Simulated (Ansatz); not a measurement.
CoSi (P2_13), PBEsol, DFPT electron-phonon coupling, linearised Boltzmann equation (Ansatz, a first-principles code). Phonon-limited resistivity 60.1 μΩ·cm at 300 K, 67.8 μΩ·cm at 400 K.

Problem. What is the classical skin depth at 10 GHz (nonmagnetic, μ₀ = 1.257×10⁻⁶ H/m)?

Solution. δ = √(ρ/(π f μ₀)) = 3900 nm.

Problem. What temperature coefficient of resistance follows, and how does it compare with 1/T?

Solution. (ρ₄₀₀ − ρ₃₀₀)/(100 K × ρ₃₀₀) = 1.28×10⁻³ K⁻¹, against 1/T = 3.33×10⁻³ K⁻¹ for a resistivity proportional to T. It lies lower, likely because thermal smearing samples bands that change quickly near the Fermi level.

A metal at this level (no band gap). Only scattering by harmonic phonons is included (no impurities, grain boundaries, electron-electron scattering or thermal expansion). Spin-orbit coupling is left out. Few carriers conduct, so the values hang on small band overlaps. Halving the electron mesh (20x20x20) moves the resistivity by up to 8 % at 300 K. Smearing 0.20 eV; phonons on a 3x3x3 q mesh, which this run doesn't test.

Treated as nonmagnetic (a ferromagnetic start lost its moment, other orders weren't tried): CoSi (P2_13).
